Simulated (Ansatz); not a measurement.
Results of PBEsol+SOC (PAW; Ansatz, an electronic-structure program) for HfMgO3 (model structure, started from the LiNbO3 type, R3c, No. 161, 10 atoms in the cell).

Settings: plane-wave cutoff 520 eV, 6×6×6 k mesh, Fermi–Dirac smearing 0.01 eV, PAW data made under PBE.

Cell (relaxed with PBEsol):

```yaml
crystal:
  lattice:
    - [2.63132, 1.51920, 4.72527]
    - [-2.63132, 1.51920, 4.72527]
    - [0.00000, -3.03839, 4.72527]
  atoms:
    - { symbol: Mg, position: [0.30314, 0.30314, 0.30314] }
    - { symbol: Mg, position: [0.80314, 0.80314, 0.80314] }
    - { symbol: Hf, position: [0.01424, 0.01424, 0.01424] }
    - { symbol: Hf, position: [0.51424, 0.51424, 0.51424] }
    - { symbol: O, position: [0.71582, 0.11351, 0.40357] }
    - { symbol: O, position: [0.40357, 0.71582, 0.11351] }
    - { symbol: O, position: [0.11351, 0.40357, 0.71582] }
    - { symbol: O, position: [0.90357, 0.61351, 0.21582] }
    - { symbol: O, position: [0.21582, 0.90357, 0.61351] }
    - { symbol: O, position: [0.61351, 0.21582, 0.90357] }
```

Question: Give the computed band gap.

Answer: 
band gap: 5.09 eV

Note: the relaxation could raise the start's symmetry but not lower it, so the cell can be a saddle point.

Static lattice: no zero-point or thermal effects.

It cost roughly 2.3 core-minutes of CPU time.

A model structure was made by putting elements into a prototype or built by hand; it is no filed structure, need not be a known phase, and can be a saddle point held by its symmetry.
